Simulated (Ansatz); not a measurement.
Input and output of a self-consistent single point for Li₃Mg (Pm-3m, 4 atoms in the cell) (Ansatz, an electronic-structure program).

Computed with PBEsol, PAW files made with PBE (plane waves; Ansatz).

The change in words: lattice scaled by 0.98. Reference geometry:
```
Li3Mg
1.0
    4.30430     0.00000     0.00000
    0.00000     4.30430     0.00000
    0.00000     0.00000     4.30430
Li Mg
3 1
Cartesian
  2.15215   2.15215   0.00000
  0.00000   2.15215   2.15215
  2.15215   0.00000   2.15215
  0.00000   0.00000   0.00000
```

Reference input (self-consistent single point, DFT, PBEsol, plane waves, PAW files made with PBE): basis.ecutwfc = 30.9 Ry; kpoints.mp_grid.grid = 10 10 10; hamiltonian.xc = pbesol; hamiltonian.pseudopotentials = {kind: paw} (the program's default PAW files); scf.occupations.method = gaussian; scf.occupations.width = 0.0073 Ry. This run's input differs from it in these lines:

```diff
@@ -3,9 +3,9 @@
   lattice:
-    - [4.30430100, 0.00000000, 0.00000000]
-    - [0.00000000, 4.30430100, 0.00000000]
-    - [0.00000000, 0.00000000, 4.30430100]
+    - [4.21821500, 0.00000000, 0.00000000]
+    - [0.00000000, 4.21821500, 0.00000000]
+    - [0.00000000, 0.00000000, 4.21821500]
   atoms:
-    - { symbol: Li, position_ang: [2.15215050, 2.15215050, 0.00000000] }
-    - { symbol: Li, position_ang: [0.00000000, 2.15215050, 2.15215050] }
-    - { symbol: Li, position_ang: [2.15215050, 0.00000000, 2.15215050] }
+    - { symbol: Li, position_ang: [2.10910750, 2.10910750, 0.00000000] }
+    - { symbol: Li, position_ang: [0.00000000, 2.10910750, 2.10910750] }
+    - { symbol: Li, position_ang: [2.10910750, 0.00000000, 2.10910750] }
     - { symbol: Mg, position_ang: [0.00000000, 0.00000000, 0.00000000] }
```

The program printed (abridged):

```
SCF iter   1: F=—  HF=-2521.409798 eV  |F-HF|=—  |Δ(HF+E_count)|=         —  Δρ=1.60e-2  dr2=5.43e-1  ethr=3.10e-3  ⟨swp⟩=4.7  Hψ=3683  notcnv=0
all-band conjugate gradients solve this SCF's bands
preconditioner: auto → Kerker (q_TF=auto, 2.170 Å⁻¹)
SCF iter   2: F=—  HF=-2521.256100 eV  |F-HF|=—  |Δ(HF+E_count)|=   1.54e-1  Δρ=1.07e-2  dr2=2.59e-1  ethr=2.86e-3  ⟨swp⟩=2.0  Hψ=1422  notcnv=0  defer=20
   [... lines left out ...]
SCF iter   4: F=—  HF=-2521.141258 eV  |F-HF|=—  |Δ(HF+E_count)|=   1.12e-3  Δρ=6.77e-4  dr2=5.79e-4  ethr=2.07e-5  ⟨swp⟩=2.2  Hψ=1021  notcnv=0  defer=24
SCF iter   5: F=—  HF=-2521.141210 eV  |F-HF|=—  |Δ(HF+E_count)|=   4.78e-5  Δρ=1.50e-4  dr2=3.34e-5  ethr=3.05e-6  ⟨swp⟩=1.2  Hψ=770  notcnv=0  defer=24
SCF iter   6: F=—  HF=-2521.141176 eV  |F-HF|=—  |Δ(HF+E_count)|=   3.36e-5  Δρ=1.95e-5  dr2=5.15e-7  ethr=1.76e-7  ⟨swp⟩=2.3  Hψ=1098  notcnv=0  defer=24
SCF iter   7: F=-2521.141176 eV  HF=-2521.141176 eV  |F-HF|=1.51e-9  |Δ(HF+E_count)|=   8.17e-8  Δρ=4.20e-6  dr2=1.42e-8  ethr=5.26e-10  ⟨swp⟩=7.1  Hψ=3477  notcnv=0
SCF 1 converged in 7 iterations: F = -2521.141176 eV  dr2 = 1.42e-8
Free energy (F): -2521.141176 eV
Internal energy: -2521.131509 eV  (E = F + TS)
E sigma→0 (E₀):  -2521.136343 eV
Entropy (-TS):   -0.009667 eV (-2.417 meV/atom)
Fermi energy:    2.635238 eV
--- Forces (eV/Å), atoms counted from 1 ---
  atom   1  Li     0.00000000    -0.00000000     0.00000000
   [... zero for the other atoms too ...]
--- Stress (GPa, compression-positive) ---
        1.357324      -0.000000       0.000000
       -0.000000       1.357324       0.000000
        0.000000       0.000000       1.357324
  P = ⅓ Tr σ = 1.3573 GPa (13.573 kbar)
  The stress holds the Pulay correction. Without it, at fixed plane waves, as pw.x and ABINIT print it: P = 1.3544 GPa
```

The run converged in 7 iterations. Against the reference run the free energy goes up by 5.0 meV/atom and the pressure goes from 0.07 to 1.36 GPa.

The starting cell comes from a database of computed structures (which also holds hypothetical and non-ambient phases and stackings), without a prior relaxation at this level. Its lattice was rescaled by a random factor within 2.5 % of one. For this run, on top of that: lattice scaled by 0.98. Ansatz's pressure includes its estimate of the finite-basis (Pulay) stress.

Keys are those of Ansatz 0.2.
